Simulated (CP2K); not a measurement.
Input and output of a self-consistent single point for Ga2Pt (Fm-3m, 3 atoms in the cell) (CP2K).

Method of the run: LDA (Pade form), GPW, DZVP-MOLOPT-PBE-GTH basis, GTH-PBE potentials (POTENTIAL_UZH) in CP2K.

```yaml
crystal:
  lattice:
    - [4.19727, 0.00000, 0.00000]
    - [2.09864, 3.63495, 0.00000]
    - [2.09864, 1.21165, 3.42706]
  atoms:
    - { symbol: Ga, position: [0.75000, 0.75000, 0.75000] }
    - { symbol: Ga, position: [0.25000, 0.25000, 0.25000] }
    - { symbol: Pt, position: [0.00000, 0.00000, 0.00000] }
```

Reference input (self-consistent single point, DFT PBEsol, GPW, DZVP-MOLOPT-PBE-GTH basis, GTH-PBE potentials (POTENTIAL_UZH)): CUTOFF = 600 Ry; REL_CUTOFF = 40 Ry; SMEAR/METHOD = GAUSSIAN; SIGMA = 0.272 eV; KPOINTS/SCHEME = MONKHORST-PACK 8 8 8; GAMMA_CENTERED = T; XC_FUNCTIONAL = PBE:PBESOL; Ga/BASIS_SET = DZVP-MOLOPT-PBE-GTH-q13; Ga/POTENTIAL = GTH-PBE-q13; Pt/BASIS_SET = DZVP-MOLOPT-PBE-GTH-q18; Pt/POTENTIAL = GTH-PBE-q18; METHOD = GPW. This run's input differs from it in these lines:

```diff
@@ -43,6 +43,3 @@
     &XC
-      &XC_FUNCTIONAL
-        &PBE
-          PARAMETRIZATION PBESOL
-        &END PBE
+      &XC_FUNCTIONAL PADE
       &END XC_FUNCTIONAL
```

Output (repeated stretches shortened):

```
 SCF WAVEFUNCTION OPTIMIZATION

  Step     Update method      Time    Convergence         Total energy    Change
     1 NoMix/Diag. 0.30E+00      -     1.09100168      -269.4143702560 -2.69E+02
     2 Broy./Diag. 0.30E+00      -     0.25850026      -270.6966964627 -1.28E+00
     3 Broy./Diag. 0.30E+00      -     0.05469226      -269.2165887208  1.48E+00
     4 Broy./Diag. 0.30E+00      -     0.07089630      -268.9110967869  3.05E-01
     5 Broy./Diag. 0.30E+00      -     0.00942227      -268.7977024708  1.13E-01
     6 Broy./Diag. 0.30E+00      -     0.00074979      -268.8281051162 -3.04E-02
     7 Broy./Diag. 0.30E+00      -     0.00167735      -268.8333823963 -5.28E-03
     8 Broy./Diag. 0.30E+00      -     0.00001019      -268.8337783322 -3.96E-04
     9 Broy./Diag. 0.30E+00      -     0.00008722      -268.8335088583  2.69E-04
    10 Broy./Diag. 0.30E+00      -     0.00000020      -268.8334905658  1.83E-05
  *** SCF run converged in    10 steps ***

  Overlap energy of the core charge distribution:               0.00000000155037
  Self energy of the core charge distribution:               -377.29809206865485
  Core Hamiltonian energy:                                     98.92855314119404
  Hartree energy:                                              41.02977097718097
  Exchange-correlation energy:                                -31.49174252477879
  Smearing free energy correction:                             -0.00198009177526
  Fermi energy:                                                 0.30704017835788

  Total energy:                                              -268.83349056581199
  Total energy (extrapolated to sigma->0):                   -268.83250051992434

                     Mulliken Population Analysis

   [... lines left out ...]

 STRESS| Analytical stress tensor [bar]
 STRESS|                        x                   y                   z
 STRESS|      x       -2.01816560117E+04  -1.14828328466E+01  -8.11968581584E+00
 STRESS|      y       -1.14828328466E+01  -2.01685595408E+04  -4.19240402885E+00
 STRESS|      z       -8.11968581584E+00  -4.19240402885E+00  -2.01652328463E+04
 STRESS| 1/3 Trace                                            -2.01718161330E+04
```

The run converged in 10 iterations. Against the reference run the pressure goes from 0.42 to -2.02 GPa.

The starting cell comes from a database of computed structures (which also holds hypothetical and non-ambient phases and stackings), without a prior relaxation at this level. Spin polarisation is off. Values carry the incompleteness of an atom-centred basis. The potentials were made for another functional than the one used.

Cost on one core of a shared machine: roughly 90 s.
